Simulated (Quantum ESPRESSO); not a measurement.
## A series of runs on HfO2 (P4_2/nmc, 6 atoms in the cell)

```yaml
crystal:
  lattice:
    - [3.48864, 0.00000, 0.00000]
    - [0.00000, 3.48864, 0.00000]
    - [0.00000, 0.00000, 5.07101]
  atoms:
    - { symbol: Hf, position: [0.50000, 0.50000, 0.50000] }
    - { symbol: Hf, position: [0.00000, 0.00000, 0.00000] }
    - { symbol: O, position: [0.00000, 0.50000, 0.69721] }
    - { symbol: O, position: [0.00000, 0.50000, 0.19721] }
    - { symbol: O, position: [0.50000, 0.00000, 0.80279] }
    - { symbol: O, position: [0.50000, 0.00000, 0.30279] }
```

Base run A: PBE, GBRV 1.5 ultrasoft (PBE) pseudopotentials (Quantum ESPRESSO), self-consistent single point.

Its settings: ecutwfc = 40 Ry; ecutrho = 320 Ry; occupations = smearing; smearing = gaussian; degauss = 0.000734986 Ry; potentials = {Hf: hf_pbe_v1.uspp.F.UPF, O: o_pbe_v1.2.uspp.F.UPF}; K_POINTS = automatic 7 7 5 0 0 0; conv_thr = 1e-10 Ry.

The starting cell comes from a database of computed structures (which also holds hypothetical and non-ambient phases and stackings), without a prior relaxation at this level. Its lattice was rescaled by a random factor within 2.5 % of one. Spin-orbit coupling is off. In the base run, with a pressure of about 26 GPa the cell is away from its equilibrium volume at this level.

ΔF is the free energy per atom less that of run A. 

Run A gave: pressure (GPa) 26.30; largest force (eV/Å) 0.517; gap on the mesh (eV) 4.997; iterations 12.

Runs:
- B: mixing_beta, mixing_mode = 0.2, plain
- C: mixing_beta, mixing_mode = 0.5, plain
- D: mixing_beta, mixing_mode = 0.2, TF
- E: mixing_beta, mixing_mode = 0.5, TF
- F: mixing_beta, mixing_mode = 0.2, local-TF
- G: mixing_beta, mixing_mode = 0.5, local-TF

Problem. Which runs reach the base run's state, and which is quickest in iterations?

Solution. Runs B, C, D, E, F, G reached the same state as A (within 1 meV/atom). The fewest iterations to that state were 12 (A, C); the most were 18.

| run | ΔF (meV/atom) | pressure (GPa) | largest force (eV/Å) | gap on the mesh (eV) | iterations |
|---|---|---|---|---|---|
| A | 0.00 | 26.30 | 0.517 | 4.997 | 12 |
| B | 0.00 | 26.30 | 0.516 | 4.997 | 16 |
| C | 0.00 | 26.30 | 0.517 | 4.997 | 12 |
| D | 0.00 | 26.30 | 0.516 | 4.997 | 18 |
| E | 0.00 | 26.30 | 0.516 | 4.997 | 15 |
| F | 0.00 | 26.30 | 0.516 | 4.997 | 14 |
| G | 0.00 | 26.30 | 0.517 | 4.997 | 13 |
